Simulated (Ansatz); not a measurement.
A computed series for InAs: response to strain

Take InAs in the zinc blende structure (space group F-43m, No. 216; a = 6.026 Å) as the base. Axes: x, y, z lie along the cube axes.

Strains are applied to the cell and any free atomic positions relax; under biaxial strain the out-of-plane vector relaxes too.

All numbers come from DFT with LDA, PAW potentials and a 420 eV plane-wave cutoff in Ansatz (a quantum-chemistry and plane-wave program), scalar-relativistic without spin-orbit coupling.

Notes on the quantities. pressure: mean of the normal stresses, compression positive; energy relative to the base: free energy F.

```csv
case,pressure,energy relative to the base,shortest interatomic distance
base,0.0 GPa,0 meV/atom,4.931 bohr
"biaxial strain −2.50 %, plane normal [111], relaxed out of plane",2.2 GPa,+14 meV/atom,4.865 bohr
"biaxial strain −1.67 %, plane normal [111], relaxed out of plane",1.4 GPa,+6.0 meV/atom,4.886 bohr
"biaxial strain −1.25 %, plane normal [111], relaxed out of plane",1.1 GPa,+3.4 meV/atom,…
"biaxial strain −0.83 %, plane normal [111], relaxed out of plane",…,…,4.908 bohr
"biaxial strain −0.42 %, plane normal [111], relaxed out of plane",0.3 GPa,+0.4 meV/atom,4.919 bohr
"biaxial strain +0.42 %, plane normal [111], relaxed out of plane",-0.3 GPa,+0.4 meV/atom,4.933 bohr
"biaxial strain +1.25 %, plane normal [111], relaxed out of plane",-1.0 GPa,+3.2 meV/atom,4.937 bohr
"biaxial strain +1.67 %, plane normal [111], relaxed out of plane",-1.3 GPa,…,4.939 bohr
"biaxial strain +2.50 %, plane normal [111], relaxed out of plane",-1.9 GPa,+13 meV/atom,4.942 bohr
```

**Question.** Fill in the withheld entries from the trend.

**Answer.** 
- biaxial strain −1.25 %, plane normal [111], relaxed out of plane, shortest interatomic distance: 4.897 bohr
- biaxial strain −0.83 %, plane normal [111], relaxed out of plane, pressure: 0.7 GPa
- biaxial strain −0.83 %, plane normal [111], relaxed out of plane, energy relative to the base: +1.5 meV/atom
- biaxial strain +1.67 %, plane normal [111], relaxed out of plane, energy relative to the base: +5.7 meV/atom

The mesh was chosen for an insulator and is coarse for the gapless case. No phonon test of stability was made. All final runs are without spin polarisation.
